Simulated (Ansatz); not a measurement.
How far to go with shifted k-point meshes: BiSb (R3m, 2 atoms in the cell)

```
CELL_PARAMETERS angstrom
      2.21516     1.27893     3.95527
     -2.21516     1.27893     3.95527
      0.00000    -2.55785     3.95527
ATOMIC_POSITIONS crystal
  Sb 0.77224 0.77224 0.77224
  Bi 0.23196 0.23196 0.23196
```

Level of theory: PBEsol, default PAW files made with PBE (plane waves; Ansatz, a quantum-chemistry and plane-wave program).

Base settings: basis.ecutwfc = 420 eV; kpoints.mp_grid.grid = 7 7 7; hamiltonian.xc = pbesol; hamiltonian.pseudopotentials = {kind: paw} (the program's default PAW files); scf.occupations.method = fermi_dirac; scf.occupations.width = 0.1 eV.

In this ladder: kpoints.mp_grid.shift = 0.5 0.5 0.5.

Only quantities that move along the ladder and can be compared are tabulated.

The count of work is k-points × plane waves × bands × iterations; it is no time. Core times come from one kind of shared machine, to one figure; runs under 30 s give none.

The starting cell comes from a database of computed structures (which also holds hypothetical and non-ambient phases and stackings), without a prior relaxation at this level. Its lattice was rescaled by up to half a per cent. One atom was moved a little off its site on purpose. Ansatz's pressure includes its estimate of the finite-basis (Pulay) stress. A gap is left out here, as mesh or smearing make it unsure.

| kpoints.mp_grid.grid | free energy less the last step's (meV/atom) | pressure (GPa) | largest difference of a force vector from the last step's (eV/Å) | count of work / last | core time / last (rough) |
|---|---|---|---|---|---|
| 2 2 2 | -179.54 | 0.19 | 0.076 | 0.0022 | – |
| 3 3 3 | -21.39 | -0.21 | 0.578 | 0.0067 | – |
| 4 4 4 | -35.24 | -0.30 | 0.210 | 0.011 | – |
| 5 5 5 | -27.90 | -0.32 | 0.106 | 0.021 | – |
| 6 6 6 | -16.59 | -0.32 | 0.033 | 0.031 | – |
| 7 7 7 | -9.24 | -0.22 | 0.021 | 0.049 | – |
| 8 8 8 | -6.69 | -0.22 | 0.009 | 0.067 | – |
| 9 9 9 | -3.67 | -0.20 | 0.011 | 0.095 | – |
| 10 10 10 | -2.37 | -0.19 | 0.015 | 0.14 | – |
| 11 11 11 | -1.26 | -0.18 | 0.015 | 0.19 | – |
| 12 12 12 | -0.66 | -0.17 | 0.014 | 0.24 | – |
| 13 13 13 | -0.26 | -0.16 | 0.011 | 0.30 | – |
| 14 14 14 | -0.04 | -0.16 | 0.009 | 0.36 | 0.4 |
| 16 16 16 | 0.09 | -0.16 | 0.004 | 0.53 | 0.5 |
| 18 18 18 | 0.06 | -0.15 | 0.001 | 0.74 | 0.7 |
| 20 20 20 | 0.00 | -0.16 | 0.000 | 1.0 | 1 |

Coarsest kpoints.mp_grid.grid that holds the pressure within 0.1 GPa of the last step, with all finer ones: 7 7 7, at 0.049 of the last step's count of work; the step before is off by 0.16 GPa.

Coarsest kpoints.mp_grid.grid that holds the forces within 0.01 eV/Å of the last step, with all finer ones: 14 14 14, at 0.36 of the last step's count of work and about 0.4 of the last step's time; the step before is off by 0.011 eV/Å.

Coarsest kpoints.mp_grid.grid that holds the free energy within 5 meV/atom of the last step, with all finer ones: 9 9 9, at 0.095 of the last step's count of work; the step before is off by 6.7 meV/atom.

Keys are those of Ansatz 0.2.
